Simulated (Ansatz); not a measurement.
Start from CdTe in the zinc blende structure (space group F-43m, No. 216; a = 6.618 Å). Axes: x, y, z lie along the cube axes.

All numbers come from PBE (Ansatz, a first-principles code), without spin-orbit coupling.

Perturbation: every lattice vector is shortened by 1.50 %, atoms relaxed at fixed cell.

**Question.** Predict the stress tensor and what it implies for the stiffness.

**Answer.** Stress of the strained cell less that of the base (GPa, compression positive):
```
   1.78    0.00    0.00
   0.00    1.78    0.00
   0.00    0.00    1.78
```

Then B = −ΔP/(ΔV/V₀) with ΔV/V₀ = -0.0443 gives secant stiffness values (nonlinear terms included at this strain): B ≈ 40 GPa.

As a check, the harmonic strain energy −½ V₀ Δσ:ε is 9.0 meV/atom; the computed energy rise is 8.6 meV/atom.

Whether these cells are dynamically stable was not tested.
